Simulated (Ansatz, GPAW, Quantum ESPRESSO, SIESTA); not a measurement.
# One structure in several programs: Re (P6_3/mmc, 2 atoms in the cell)

Self-consistent single point.

```
Re
1.0
    1.39118    -2.40959     0.00000
    1.39118     2.40959     0.00000
    0.00000     0.00000     4.49613
Re
2
Direct
  0.33333   0.66667   0.25000
  0.66667   0.33333   0.75000
```

Shared settings, as Ansatz (a first-principles code) writes them: kpoints.mp_grid.grid = 14 14 7; scf.occupations.method = gaussian; scf.occupations.width = 0.1 eV. Potentials and cutoffs stand in the table.

| code | model | pressure (GPa) | cutoff |
|---|---|---|---|
| GPAW | LDA (Perdew-Wang 92), GPAW PAW datasets LDA (gpaw-data 1.0.1) | -19.92 | 600 eV |
| SIESTA | LDA PW92, numerical atomic orbitals DZP, PseudoDojo LDA standard norm-conserving potentials (rewritten from UPF to PSML) | -18.55 | grid 400 Ry |
| Ansatz | LDA (PW92), default PAW files made with PBE | -18.27 | default |
| Quantum ESPRESSO | LDA (PZ), PSlibrary PAW (LDA) pseudopotentials | -19.10 | 60 Ry |

On Ansatz's run: spin-orbit coupling is off. Spin polarisation is off.

The spread over the programs that give each value: pressure within 1.65 GPa.

SIESTA uses small atom-centred bases, whose incompleteness enters pressures, forces and empty levels differently from a plane-wave cutoff. Ansatz's pressure is given at a fixed set of plane waves, as the other plane-wave codes print theirs; with its correction for the finite basis it is -18.16 GPa. The same LDA comes in different parametrisations, which differ slightly.

The starting cell has typed, rounded lattice constants, without a prior relaxation at this level. Its lattice was rescaled by a random factor within 2.5 % of one.

Left out of this page: ABINIT (with a known weakness of the program); Elk and FLEUR (not drawn, or without a comparable value).

Keys are those of Ansatz 0.2.
